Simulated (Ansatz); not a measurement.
The decay constant κ of evanescent states in the gap governs leakage through a thin film.

Given:

```yaml
crystal:
  lattice:
    - [4.90113, 0.00000, 0.00000]
    - [-2.45057, 4.24450, 0.00000]
    - [2.45056, 1.41483, 4.45952]
  atoms:
    - { symbol: Al, position: [0.70420, 0.85210, 0.44370] }
    - { symbol: Al, position: [0.29580, 0.14790, 0.55630] }
    - { symbol: Al, position: [0.29580, 0.64790, 0.05630] }
    - { symbol: Al, position: [0.70420, 0.35210, 0.94370] }
    - { symbol: O, position: [0.50000, 0.44386, 0.75000] }
    - { symbol: O, position: [0.50000, 0.55614, 0.25000] }
    - { symbol: O, position: [0.80614, 0.05614, 0.75000] }
    - { symbol: O, position: [0.19386, 0.94386, 0.25000] }
    - { symbol: O, position: [0.19386, 0.75000, 0.75000] }
    - { symbol: O, position: [0.80614, 0.25000, 0.25000] }
```

The cell is strained (all lengths scaled by 1.02); by r2SCAN it stands under a pressure of -19.0 GPa.

Transport runs along the normal of the first two printed cell vectors, the (001) plane of the conventional cell.

The gap is the functional's own. No spin-orbit coupling. Mid-gap values are those at the computed energy nearest the middle.

Predict the band gap and the smallest decay constant κ at mid-gap from r2SCAN (Ansatz, a first-principles code).

Gap 6.03 eV on a 8×8×8 mesh; κ = 0.362 1/Å, at the zone centre.
